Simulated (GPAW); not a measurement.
**Equation of state of MoSi2-type WSi2 (space group 139): energy against volume (GPAW, PBE)**

```yaml
crystal:
  lattice:
    - [-1.57646, 1.57646, 3.84539]
    - [1.57646, -1.57646, 3.84539]
    - [1.57646, 1.57646, -3.84539]
  atoms:
    - { symbol: Si, position: [0.66500, 0.66500, 0.00000] }
    - { symbol: Si, position: [0.33500, 0.33500, 0.00000] }
    - { symbol: W, position: [0.00000, 0.00000, 0.00000] }
```

Method of the run: PBE, GPAW PAW datasets PBE (gpaw-data 1.0.1) (plane waves; GPAW). Settings: mode = pw; ecut = 585 eV; xc = PBE; kpts = 21 21 21; mesh shift (steps) = 0 0 0; occupations.name = fermi-dirac; occupations.width = 0.05 eV; nbands = -7; symmetry.symmorphic = false; symmetry.tolerance = 0.0005; maxiter = 120. The cell above is the first row's. The rows scale it uniformly. In all rows fractional positions and the k mesh are held. E is the free energy at the stated smearing, counted from the lowest row.

```csv
V (Å^3/atom),E (meV/atom)
12.7422,?
13.0192,26.00
13.2962,8.50
13.5732,0.15
13.8503,0.00
14.1273,7.20
14.4043,20.97
14.6813,40.61
```

Q: Using the third-order Birch-Murnaghan form, a cubic in V^(-2/3), estimate the missing E at V = 12.7422 from the other rows, showing the fit.

A: With u = V^(-2/3) - 0.174, the rows have u = 0.006694, 0.004176, 0.001743, -0.000609, -0.002883, -0.005084, -0.007215. Least squares gives E = -0.701 - 733.26·u + 698969·u² + 967471·u³. Residuals (row less fit): -0.001, 0.003, 0.000, -0.005, 0.001, 0.004, -0.002; standard error 0.004 (degrees of freedom: 3). Its minimum lies at u = 0.000524, so V0 = (0.174524)^(-3/2) = 13.72. There d²E/du² = 1401000 and d³E/du³ = 5805000, so B0 = (4/9) × 13.72^(-7/3) × 1401000 × 0.160218 = 222 GPa (the last factor turns the table's units into GPa), and B0' = 4 + (2/3) × 0.174524 × (5805000)/1401000 = 4.5. The program's pressures in the fitted runs (not shown) pass through zero at V = 13.71, 0.01 % from this V0. At the withheld row, u = 0.009303, so E = -0.701 - 733.26 × 0.009303 + 698969 × 0.009303² + 967471 × 0.009303³ = 53.749 meV/atom. The calculation gives 53.71 meV/atom, 0.039 meV/atom below the prediction (0.1 % of the range of E in the table). The row lies outside the fitted rows, so this is an extrapolation. From the scatter of the fitted rows alone, a prediction at this place has a standard error of 0.014 meV/atom, so the miss is 2.7 times that.

Carrying the step between the two nearest rows on in a straight line would have given 43.50, off by 10.21; series whose last step already gives the withheld value aren't shown. The scan was laid around a cell of about the measured size, scaled by a guess for this functional; axis ratios and inner coordinates come from that cell. The runs keep the symmetry of the cell, so they don't test it for distortions. Spin polarisation is off. Spin-orbit coupling is off. The shape of the cell and the inner coordinates aren't relaxed, so V0 and B0 belong to this uniform scaling; a relaxed crystal lies no higher in energy and is usually softer (forces reach 0.30 eV/Å in these rows). 1 of the planned runs didn't end soundly and are left out. Cutoffs and mesh are single choices, not tested for convergence of this quantity. Series with a scatter that would blur these digits, or in which a gap closes, are not shown. Nor are scans whose minimum lies at an end fitted in this form.
